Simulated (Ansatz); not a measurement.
S on the O site (S_O) in monoclinic HfO2: one set of geometries, relaxed with PBE, evaluated in Ansatz (PAW, plane waves to 420 eV, 500 eV under r2SCAN) with PBE, r2SCAN.

Set-up: 96-site cell; 2×2×2 shifted k-points; start: the O(2,4-fold) site; charged states image-corrected; no spin–orbit coupling; not converged in cell size; flagged in the runs: a host whose relaxation on this sampling wasn't shown to rest, a strain field that reaches the edge of the cell.

| quantity | PBE | r2SCAN |
|---|---|---|
| host gap (eV) | 4.04 | 4.54 |
| ε(+1/0) above the VBM (eV) | 0.23 | 0.34 |
| largest moment on one atom at charge +1 (μB) | 0.31 | 0.34 |
| neutral formation energy against O2 molecule in a box, S8 molecule in a box (eV) | 5.14 | 5.09 |

PBE narrows the gap by 0.50 eV against r2SCAN, the highest level run, and puts the levels 0.11 eV lower above the valence-band maximum on average.

Ansatz is a quantum-chemistry and plane-wave program.
